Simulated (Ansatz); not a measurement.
Worked example: self-consistent single point of Y₁₀Si₆B (P-31m, 17 atoms in the cell) in Ansatz (a program for electronic structure).

Level of theory: PBEsol, default PAW files made with PBE (plane waves; Ansatz).

Input as run:

Ansatz 0.2 input:
```yaml
# Y10Si6B
crystal:
  lattice:
    - [8.27278100, 0.00000000, 0.00000000]
    - [-4.13639000, 7.16443800, 0.00000000]
    - [0.00000000, 0.00000000, 6.23602300]
  atoms:
    - { symbol: Y, position_ang: [-0.00000380, 4.77629439, 3.11801150] }
    - { symbol: Y, position_ang: [4.13639480, 2.38814361, 3.11801150] }
    - { symbol: Y, position_ang: [4.13639480, 2.38814361, 0.00000000] }
    - { symbol: Y, position_ang: [-0.00000380, 4.77629439, 0.00000000] }
    - { symbol: Y, position_ang: [-3.13046132, 5.42211832, 1.65828324] }
    - { symbol: Y, position_ang: [-1.00592868, 1.74231968, 4.57773976] }
    - { symbol: Y, position_ang: [1.00592893, 1.74231968, 1.65828324] }
    - { symbol: Y, position_ang: [3.13046207, 5.42211832, 4.57773976] }
    - { symbol: Y, position_ang: [6.26092339, 0.00000000, 1.65828324] }
    - { symbol: Y, position_ang: [2.01185761, 0.00000000, 4.57773976] }
    - { symbol: Si, position_ang: [-1.64127819, 2.84277735, 1.56561593] }
    - { symbol: Si, position_ang: [-2.49511181, 4.32166065, 4.67040707] }
    - { symbol: Si, position_ang: [2.49511242, 4.32166065, 1.56561593] }
    - { symbol: Si, position_ang: [1.64127858, 2.84277735, 4.67040707] }
    - { symbol: Si, position_ang: [3.28255677, 0.00000000, 1.56561593] }
    - { symbol: Si, position_ang: [4.99022423, 0.00000000, 4.67040707] }
    - { symbol: B, position_ang: [0.00000000, 0.00000000, 3.11801150] }
basis:
  ecutwfc: 30.9 Ry
kpoints:
  mp_grid:
    grid: [3, 3, 4]
hamiltonian:
  xc: pbesol
  pseudopotentials:
    kind: paw
scf:
  occupations:
    method: gaussian
    width: 0.0147 Ry
output:
  forces: true
  eigenvalues: true
  stress: true
```

Log, with long lists cut:

```
SCF iter   1: F=—  HF=-41844.020842 eV  |F-HF|=—  |Δ(HF+E_count)|=         —  Δρ=4.34e-3  dr2=1.51e-1  ethr=1.77e-3  ⟨swp⟩=5.6  Hψ=3512  notcnv=0
all-band conjugate gradients solve this SCF's bands
preconditioner: auto → Kerker (q_TF=auto, 2.312 Å⁻¹)
SCF iter   2: F=—  HF=-41843.992527 eV  |F-HF|=—  |Δ(HF+E_count)|=   2.83e-2  Δρ=2.01e-3  dr2=1.90e-2  ethr=1.10e-4  ⟨swp⟩=2.0  Hψ=1207  notcnv=0
SCF iter   3: F=—  HF=-41843.989414 eV  |F-HF|=—  |Δ(HF+E_count)|=   3.11e-3  Δρ=7.95e-4  dr2=3.28e-3  ethr=1.39e-5  ⟨swp⟩=1.1  Hψ=802  notcnv=0
SCF iter   4: F=—  HF=-41843.988800 eV  |F-HF|=—  |Δ(HF+E_count)|=   6.14e-4  Δρ=1.12e-4  dr2=4.84e-5  ethr=2.39e-6  ⟨swp⟩=2.0  Hψ=1084  notcnv=0
SCF iter   5: F=—  HF=-41843.989073 eV  |F-HF|=—  |Δ(HF+E_count)|=   2.73e-4  Δρ=2.11e-5  dr2=1.72e-6  ethr=3.53e-8  ⟨swp⟩=2.9  Hψ=1510  notcnv=0
SCF iter   6: F=-41843.989073 eV  HF=-41843.989073 eV  |F-HF|=7.17e-9  |Δ(HF+E_count)|=   7.23e-9  Δρ=3.95e-6  dr2=6.40e-8  ethr=7.30e-11  ⟨swp⟩=10.3  Hψ=3462  notcnv=0
SCF 1 converged in 6 iterations: F = -41843.989073 eV  dr2 = 6.40e-8
Free energy (F): -41843.989073 eV
Internal energy: -41843.788128 eV  (E = F + TS)
E sigma→0 (E₀):  -41843.888601 eV
Entropy (-TS):   -0.200945 eV (-11.820 meV/atom)
Fermi energy:    10.594547 eV
--- Forces (eV/Å), atoms counted from 1 ---
  atom   1  Y      0.00000000     0.00000000    -0.00000000
  atom   2  Y     -0.00000000    -0.00000000     0.00000000
  atom   3  Y      0.00000000     0.00000000     0.00000000
  atom   4  Y     -0.00000000    -0.00000000    -0.00000000
  atom   5  Y      0.09151394    -0.15850681    -0.28079468
  atom   6  Y     -0.09151394     0.15850681     0.28079468
  atom   7  Y      0.09151395     0.15850680    -0.28079468
  atom   8  Y     -0.09151395    -0.15850680     0.28079468
   [... lines left out ...]
  atom  17  B      0.00000000     0.00000000     0.00000000
--- Stress (GPa, compression-positive) ---
        5.666221       0.000000       0.000000
        0.000000       5.666221      -0.000000
        0.000000      -0.000000       3.697462
  P = ⅓ Tr σ = 5.0100 GPa (50.100 kbar)
  The stress holds the Pulay correction. Without it, at fixed plane waves, as pw.x and ABINIT print it: P = 4.9939 GPa
```

The run converged in 6 iterations. For comparison: a first run was changed to give this one (lattice scaled by 0.97), and from it to this one the free energy rises by 9.7 meV/atom, the pressure goes from -2.92 to 5.01 GPa and the largest force goes from 0.058 to 0.335 eV/Å.

The starting cell comes from a database of computed structures (which also holds hypothetical and non-ambient phases and stackings), without a prior relaxation at this level. For this run, on top of that: lattice scaled by 0.97. Ansatz's pressure includes its estimate of the finite-basis (Pulay) stress.
